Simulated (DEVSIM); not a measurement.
Structure: Ti/SiO2/n-Si capacitor, at 300 K.

```tsv
layer (left to right)	material	thickness (nm)	Nd (cm⁻³)
1	SiO2	15.0	-
2	Si	520	1.2e18
```

Metal gate on the left, work function 4.33 eV. Fixed charge at the semiconductor interface -3.4e11 cm⁻² (in units of +e); no interface traps.

The device is made up for the run: typed textbook-type constants, with dimensions and the other settings drawn at random. Values at 300 K.

```tsv
parameter	SiO2	Si
gap (eV)	9	1.124
affinity (eV)	0.9	4.05
permittivity	3.9	11.7
Nc (cm⁻³)	-	2.86e19
Nv (cm⁻³)	-	3.1e19
```

Model (solved in DEVSIM): 1D Poisson equation in equilibrium, Boltzmann statistics, complete ionisation; no quantum confinement or tunnelling. Metal contacts follow the ideal Schottky-Mott rule: no Fermi-level pinning, no interface dipoles.

The substrate doping was swept, all else fixed.

| substrate doping (cm^-3) | minimum of the low-frequency capacitance (μF/cm²) | flat-band voltage (V) |
|---|---|---|
| 6e16 | [?] | 0.36 |
| 1.2e17 | 0.0806 | 0.37 |
| 2.4e17 | 0.0982 | 0.39 |
| 6e17 | 0.122 | 0.42 |
| 1.2e18 | 0.141 | 0.43 |
| 2.4e18 | 0.157 | 0.45 |

Q: What belongs in the gaps?

A: 
- 6e16, minimum of the low-frequency capacitance (μF/cm²): 0.0652
